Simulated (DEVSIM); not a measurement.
Device: Co/Si3N4/p-GaAs capacitor, at 400 K.

Layer 1 from the left is Si3N4, thickness (nm) 20.0. Layer 2 from the left is GaAs, thickness (nm) 10000, Na (cm⁻³) 3.8e15.

Metal gate on the left, work function 5 eV. Fixed charge at the semiconductor interface -5.2e10 cm⁻² (in units of +e); no interface traps.

The device is made up for the run: typed textbook-type constants, with dimensions and the other settings drawn at random. Values at 300 K; Nc and Nv go as T^1.5, mobilities as T to minus their exponent, the gap by Varshni's rule with the affinity fixed.

Si3N4: gap (eV) 5.1, affinity (eV) 2.1, permittivity 7.5. GaAs: gap (eV) 1.424, affinity (eV) 4.07, permittivity 12.9, Nc (cm⁻³) 4.7e17, Nv (cm⁻³) 9e18, Varshni α (eV/K) 0.000541, Varshni β (K) 204.

**Question.** Estimate by hand the flat-band voltage, the threshold voltage, and compare with a numerical solution.

**Answer.** 
- Flat-band voltage: C = 0.332 μF/cm², work-function difference -0.165 V; VFB = φms − qNf/C = -0.14 V; numerical -0.14 V.
- Threshold voltage: φF = 0.457 V, depletion charge √(4εqNφF) = 3.56e-8 C/cm²; VT = VFB + 2φF + Qd/C = 0.88 V; numerical 0.88 V.

Model (solved in DEVSIM): 1D Poisson equation in equilibrium, Boltzmann statistics, complete ionisation; no quantum confinement or tunnelling. Metal contacts follow the ideal Schottky-Mott rule: no Fermi-level pinning, no interface dipoles.
